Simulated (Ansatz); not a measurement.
LaSe (Fm-3m), PBEsol, DFPT electron-phonon coupling, linearised Boltzmann equation in Ansatz (a first-principles code): phonon-limited resistivity 17.9 μΩ·cm at 300 K, current-weighted mean free path 7.1 nm, Drude plasma energy 5.45 eV.

What is the classical skin depth at 1 GHz (nonmagnetic, μ₀ = 1.257×10⁻⁶ H/m)?

δ = √(ρ/(π f μ₀)) = 6730 nm.

What Drude relaxation time do resistivity and plasma energy imply?

ω_p = 8.28e15 s⁻¹, so τ = 1/(ε₀ ω_p² ρ) = 9.20 fs, a damping ħ/τ of 71.5 meV.

Estimate the resistivity of a 20 nm square wire with diffuse walls from ρ ≈ ρ₀(1 + 3ℓ/4d).

1 + 0.75 × 7.1/20 = 1.27, so ρ ≈ 22.7 μΩ·cm and a line 1 μm long has 567 Ω. The formula is the free-electron limit for d well above ℓ; grain boundaries add to it.

A metal at this level (no band gap). Only scattering by harmonic phonons is included (no impurities, grain boundaries, electron-electron scattering or thermal expansion). Spin-orbit coupling is left out. Halving the electron mesh (24x24x24) moves the resistivity by up to 4 % at 300 K, the mean free path by up to 5 %. Smearing 0.20 eV; phonons on a 4x4x4 q mesh, which this run doesn't test.

Formula and space group known from diffraction (Crystallography Open Database), not checked to be the room-temperature form: LaSe (Fm-3m).
